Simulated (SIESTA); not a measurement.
SIESTA run on LaAl3Au (P1, 5 atoms in the cell): self-consistent single point.

Method of the run: SIESTA with GGA PBEsol, numerical atomic orbitals DZP, PseudoDojo PBEsol standard norm-conserving potentials (rewritten from UPF to PSML).

The change in words: atoms moved at random. Reference geometry:
```xyz
5
Lattice="-2.1815 2.1815 5.4610 2.1815 -2.1815 5.4610 2.1815 2.1815 -5.4610" Properties=species:S:1:pos:R:3 pbc="T T T"
La     0.0000     0.0000    10.8027
Al     0.0000     0.0000     4.3508
Al     2.1815     0.0000     2.7334
Al     0.0000     2.1815     2.7334
Au     0.0000     0.0000     6.8592
```

Reference input (self-consistent single point, DFT, GGA PBEsol, numerical atomic orbitals DZP, PseudoDojo PBEsol standard norm-conserving potentials (rewritten from UPF to PSML)): XC.functional = GGA; XC.authors = PBEsol; potentials = PseudoDojo PBEsol standard; PAO.BasisSize = DZP; PAO.EnergyShift = 0.01 Ry; MeshCutoff = 350 Ry; kgrid.MonkhorstPack = 7 7 7; OccupationFunction = FD; ElectronicTemperature = 100 meV; MaxSCFIterations = 150; SCF.Mixer.Method = Pulay; SCF.Mixer.Weight = 0.25. This run's input differs from it in these lines:

```diff
@@ -19,7 +19,7 @@
 %block AtomicCoordinatesAndAtomicSpecies
-    -0.000000000    0.000000000   20.414092279  1
-     0.000000000   -0.000000000    8.221735006  2
-     4.122352503    0.000000000    5.165441496  2
-     0.000000000    4.122352503    5.165441496  2
-    -0.000000000    0.000000000   12.962003309  3
+     0.079639728   -0.048738574   20.463699258  1
+    -0.045288165    0.039005699    8.209619633  2
+     4.145289273    0.011872375    5.211570723  2
+     0.022503922    3.979022429    5.128630991  2
+    -0.079792255    0.141190573   12.915192979  3
 %endblock AtomicCoordinatesAndAtomicSpecies
```

Log, with long lists cut:

```
        iscf     Eharris(eV)        E_KS(eV)     FreeEng(eV)     dDmax    Ef(eV) dHmax(eV)
   scf:    1    -4962.418195    -5100.096925    -5100.169873  1.714108 -3.545358 47.520943
   scf:    2    -5134.734223    -5153.010545    -5153.055311  0.418685 -4.358695 11.890784
   scf:    3    -5159.303195    -5156.878746    -5156.924205  0.145827 -4.361510  3.502157
   scf:    4    -5157.451421    -5157.360672    -5157.407082  0.067527 -4.359276  0.691748
   scf:    5    -5157.393558    -5157.380809    -5157.427852  0.026484 -4.387283  0.212314
   [... 4 lines left out ...]
   scf:   10    -5157.382438    -5157.382438    -5157.429522  0.000028 -4.399117  0.000282
   scf:   11    -5157.382439    -5157.382438    -5157.429522  0.000059 -4.399205  0.000109
   scf:   12    -5157.382438    -5157.382438    -5157.429522  0.000014 -4.399225  0.000031
   scf:   13    -5157.382438    -5157.382438    -5157.429522  0.000004 -4.399231  0.000015
SCF Convergence by DM+H criterion
max |DM_out - DM_in|         :     0.0000041498
max |H_out - H_in|      (eV) :     0.0000151715
SCF cycle converged after 13 iterations

Using DM_out to compute the final energy and forces

siesta: E_KS(eV) =            -5157.3824

siesta: E_KS - E_eggbox =     -5157.3824

siesta: Atomic forces (eV/Ang):
     1   -0.359092    0.259902   -0.009758
     2    0.299754   -0.408480    0.089850
     3   -0.075496    0.245477   -0.250161
     4   -0.290411    0.356492   -0.036545
     5    0.427137   -0.453684    0.207747
   Tot    0.001892   -0.000292    0.001134
   Max    0.453684
   Res    0.286834    sqrt( Sum f_i^2 / 3N )
   Max    0.453684    constrained

Stress tensor Voigt[x,y,z,yz,xz,xy] (kbar):        9.08       13.07       12.22       -0.07        4.32        0.40
   [... lines left out ...]
siesta: FreeEng =     -5157.429522
   [... lines left out ...]
siesta:     0.005670    0.000248    0.002699
siesta:     0.000248    0.008159   -0.000044
siesta:     0.002699   -0.000044    0.007628

siesta: Cell volume =        103.949475 Ang**3

siesta: Pressure (static):
siesta:                Solid            Molecule  Units
siesta:          -0.00007790         -0.00012688  Ry/Bohr**3
siesta:          -0.00715269         -0.01164915  eV/Ang**3
siesta:         -11.45986598        -18.66399302  kBar
```

The run converged in 13 iterations. Against the reference run the free energy goes up by 13.0 meV/atom, the pressure goes from -1.38 to -1.15 GPa and the largest force goes from 0.132 to 0.657 eV/Å.

The starting cell comes from a database of computed structures (which also holds hypothetical and non-ambient phases and stackings), without a prior relaxation at this level. For this run, on top of that: atoms moved at random. Values carry the incompleteness of an atom-centred basis.

Cost on one core of a shared machine: roughly 60 s.
